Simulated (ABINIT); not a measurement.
A self-consistent single point of SrAg3Pd2 (P6/mmm, 6 atoms in the cell) with ABINIT.

Method: PBEsol, PAW (JTH v2.0 PBE PAW, files made for PBE) (plane waves; ABINIT).

The change in words: lattice scaled by 0.98. Reference geometry:
```
SrAg3Pd2
1.0
    5.54858     0.00000     0.00000
   -2.77429     4.80521     0.00000
    0.00000     0.00000     4.55616
Sr Ag Pd
1 3 2
Direct
  0.00000   0.00000   0.00000
  0.50000   0.00000   0.50000
  0.50000   0.50000   0.50000
  0.00000   0.50000   0.50000
  0.33333   0.66667   0.00000
  0.66667   0.33333   0.00000
```

Reference input (self-consistent single point, DFT, PBEsol, plane waves, PAW (JTH v2.0 PBE PAW, files made for PBE)): pseudos = [Sr.GGA_PBE-JTH.xml, Ag.GGA_PBE-JTH.xml, Pd.GGA_PBE-JTH.xml]; ecut = 48 Ry; pawecutdg = 96 Ry; pawxcdev = 0; ixc = -116133; occopt = 7; tsmear = 0.00734986 Ha; ngkpt = 6 6 6; nshiftk = 1; shiftk = 0 0 0; potentials = JTH v2.0 PBE PAW; nband = 51. This run's input differs from it in these lines:

```diff
@@ -3,6 +3,6 @@
 pseudos "Sr.GGA_PBE-JTH.xml, Ag.GGA_PBE-JTH.xml, Pd.GGA_PBE-JTH.xml"
-acell 5.5485798644 5.5485798644 4.5561600000 Angstrom
+acell 5.4376081941 5.4376081941 4.4650370000 Angstrom
 rprim
-         1.0000000000    0.0000000057    0.0000000000
-        -0.5000000049    0.8660254009    0.0000000000
+         1.0000000000   -0.0000000083    0.0000000000
+        -0.4999999928    0.8660254079    0.0000000000
          0.0000000000    0.0000000000    1.0000000000
@@ -14,7 +14,7 @@
          0.0000000000    0.0000000000    0.0000000000
-         5.2426481621    0.0000000297    4.3049472900
-         2.6213240553    4.5402665064    4.3049472900
-        -2.6213241068    4.5402664766    4.3049472900
-        -0.0000000343    6.0536886553    0.0000000000
-         5.2426481450    3.0268443574    0.0000000000
+         5.1377951299   -0.0000000426    4.2188485332
+         2.5688976018    4.4494610807    4.2188485332
+        -2.5688975281    4.4494611232    4.2188485332
+         0.0000000491    5.9326148026    0.0000000000
+         5.1377951545    2.9663073587    0.0000000000
 ecut 48 Ry
```

Output (repeated stretches shortened):

```
--- !BeginCycle
solver: {iscf: 17, nstep: 60, nline: 4, wfoptalg: 10, }
tolerances: {tolvrs: 1.00E-11, }
...

     iter   Etot(hartree)      deltaE(h)  residm     nres2
 ETOT  1  -379.65319077853    -3.797E+02 7.448E+01 4.212E+02
 ETOT  2  -404.18342737346    -2.453E+01 5.019E-02 2.711E+02
 ETOT  3  -403.55450287539     6.289E-01 4.461E-02 5.504E+01
 ETOT  4  -403.47431201687     8.019E-02 2.731E-02 2.427E+01
 ETOT  5  -403.43626435045     3.805E-02 1.387E-02 1.297E+01
   [... 14 lines left out ...]
 ETOT 20  -403.38284987418    -3.809E-11 2.261E-04 2.770E-09
 ETOT 21  -403.38284987419    -1.137E-13 1.937E-04 6.027E-10
 ETOT 22  -403.38284987418     2.615E-12 2.697E-04 1.135E-10
 ETOT 23  -403.38284987418     3.752E-12 2.097E-04 8.795E-12
 At SCF step   23       nres2   =  8.79E-12 < tolvrs=  1.00E-11 =>converged.

 Cartesian components of stress tensor (hartree/bohr^3)
  sigma(1 1)= -9.58515792E-05  sigma(3 2)=  0.00000000E+00
  sigma(2 2)= -9.58515767E-05  sigma(3 1)=  0.00000000E+00
  sigma(3 3)= -8.99999522E-05  sigma(2 1)= -4.31701296E-13

 ----iterations are completed or convergence reached----

 reduced coordinates (array xred) for    6 atoms
       0.000000000000      0.000000000000      0.000000000000
       0.500000000000      0.000000000000      0.500000000000
       0.500000000000      0.500000000000      0.500000000000
       0.000000000000      0.500000000000      0.500000000000
       0.333333333333      0.666666666667      0.000000000000
       0.666666666667      0.333333333333      0.000000000000
 cartesian forces (eV/Angstrom) at end:
   [... lines left out ...]
 Fermi (or HOMO) energy (hartree) =   0.22916   Average Vxc (hartree)=  -0.42498
   [... lines left out ...]
'-kT*entropy'       : -1.57726343942325E-03
total_energy        : -4.03382852639333E+02
total_energy_eV     : -1.09766056457107E+04
...

-Cartesian components of stress tensor (GPa)         [Pressure=  2.7627E+00 GPa]
- sigma(1 1)= -2.82005035E+00  sigma(3 2)=  0.00000000E+00
- sigma(2 2)= -2.82005027E+00  sigma(3 1)=  0.00000000E+00
- sigma(3 3)= -2.64788957E+00  sigma(2 1)= -1.27010885E-08

 Calculation completed.
```

The run converged in 23 iterations. Against the reference run the free energy drops by 1.7 meV/atom and the pressure goes from -3.05 to 2.76 GPa.

The starting cell comes from a database of computed structures (which also holds hypothetical and non-ambient phases and stackings), without a prior relaxation at this level. For this run, on top of that: lattice scaled by 0.98. Spin polarisation is off. The potentials were made for another functional than the one used.

Cost on one core of a shared machine: roughly 10 min.
